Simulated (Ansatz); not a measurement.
The starting structures come from a database of crystals and need not be the phases stable at ambient conditions.

By PBEsol, the system below comes out a metal.

A figure of merit of an interconnect metal is its ballistic conductance per area.

```
Nb
1.0
    2.87315     0.00000     0.00000
   -0.95772     2.70883     0.00000
    0.95772     1.35442     2.27554
Nb
1
Cartesian
  0.00000   0.00000   0.00000
```

The cell is strained (lengths along the current scaled by 0.97, ions clamped); by PBEsol it stands under a pressure of -2.0 GPa.

The current flows along the normal of the first two printed cell vectors. No spin-orbit coupling; the value is a mean over 0.1 eV about the Fermi level.

**Question.** Give the ballistic conductance per area that PBEsol in Ansatz (a program for electronic structure) yields.

**Answer.** 1.9 × 10¹⁵ S/m² for both spins.
